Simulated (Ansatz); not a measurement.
# alpha tin (1 1 1) on zinc-blende InSb (1 1 1) (film strained to the substrate, faces as cut)

A periodic stack without vacuum, alpha tin (1 1 1) on zinc-blende InSb (1 1 1) (film strained to the substrate, faces as cut): substrate slab In4Sb4, film Sn6, surface cells [[0, -1], [1, -1]] and [[0, -1], [1, -1]], film strained by -0.3 and -0.3 %, faces Sb/In and Sn/Sn as cut (like faces can put a slab off its formula).

The start was prepared with a machine-learned potential, and the result is one local minimum, with the in-plane cell held and forces under 0.04 eV/Å; the film can end far from its bulk form.

All values below come from PBE (plane waves to 420 eV, PAW; Ansatz, a quantum-chemistry and plane-wave program). Spin–orbit coupling is left out; the runs are not spin-polarised. Its k-point mesh 8×8×1, Fermi–Dirac width 0.05 eV.

- interface area: 19.1 Å²
- period: 27.08 Å
- gaps between the outermost planes at the two interfaces: 0.92 and 1.11 Å
- In–Sn contacts across the interfaces within 1.22 times the sum of covalent radii: 3, mean 2.86 Å
- Sb–Sn contacts across the interfaces within 1.22 times the sum of covalent radii: 3, mean 2.93 Å

```
In2Sn3Sb2
1.0
    4.69269    -0.00132     0.08283
    2.34520     4.06191     0.17073
   -0.47214     1.92576    27.15413
In Sb Sn
4 4 6
Direct
  0.81282   0.16483   0.12384
  0.19534   0.40125   0.26547
  0.57417   0.64267   0.40708
  0.95196   0.88628   0.54974
  0.77388   0.24189   0.01593
  0.15825   0.47421   0.15816
  0.54044   0.71097   0.30028
  0.91926   0.95242   0.44278
  0.63010   0.53003   0.58352
  0.66405   0.46199   0.68948
  0.00986   0.77031   0.72605
  0.04726   0.69549   0.83259
  0.39267   0.00458   0.86764
  0.42646   0.93671   0.97487
```
